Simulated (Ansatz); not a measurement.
System: cubic perovskite CsPbCl3 (cubic high-temperature phase). Method: LDA (Ansatz, a quantum-chemistry and plane-wave program, PAW).

Settings: plane-wave cutoff 520 eV, 6×6×6 k mesh, Fermi–Dirac smearing 0.01 eV, scalar-relativistic PAW data made under PBE.

Properties against volume:

```tsv
V (Å³/atom)	P (GPa)	direct gap at Γ (eV)	smallest gap on the k mesh (eV)
31.634	2.12	5.726	1.197
32.307	1.33	5.672	1.316
32.980	0.63	5.621	1.426
33.653	0.00	5.571	1.528
34.326	-0.56	5.524	1.623
34.999	-1.05	5.478	1.712
35.672	-1.50	5.434	1.794
```

The fundamental gap (1.53 eV at the equilibrium volume, with added k points) lies elsewhere than Γ–Γ.

Note: the relaxation could not lower the start's symmetry, so the cell can be a saddle point above a distorted one.

Spin–orbit coupling is not included; with these elements it can move the gap by several tenths of an eV or more.
